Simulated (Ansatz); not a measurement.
Defect: N-vacancy pair (N on one host C site, one C site vacant) in 3C silicon carbide, charge state +1. The step: a nearby C atom hops onto the vacant site (N-vacancy distance between ideal sites 3.10 → 5.36 Å); the atom moves 3.20 Å along (0.51, 0.00, 0.52) of the unit cell; the moving atom starts with neighbours 3 Si at 1.88, Si at 1.89 Å and ends with Si at 1.87, 2 Si at 1.89, Si at 1.90 Å. DFT values are from Ansatz (plane-wave PAW, 420 eV unless said) in a cell of 64 host sites, spin-restricted, static, with no finite-size correction. The charge state is imposed; whether it is stable for some Fermi level was not computed. Forms of the defect that were not tried may lie lower. On the k-point mesh the defect's levels are only partly filled at one site or more. For the PBE band: the program found a first-order saddle point.

```csv
Level,Forward barrier (eV),Cost of the band or of the saddle's single point
"CHGNet universal potential (has no charge state), its own band",2.77,-
"PBE, a 2×2×2 k-point mesh shifted by half a step, band relaxed",3.92,around 90 core-minutes (rough)
"PBE, a 3×3×3 k-point mesh shifted by half a step, same geometries",3.90,about 3 core-minutes (a rough figure)
"r2SCAN at 500 eV, a 2×2×2 k-point mesh shifted by half a step, same geometries",(withheld),roughly 110 core-seconds
```

Some entries are withheld; supply them.


- r2SCAN at 500 eV, a 2×2×2 k-point mesh shifted by half a step, same geometries, Forward barrier (eV): 4.27

Ansatz is a program for electronic structure.
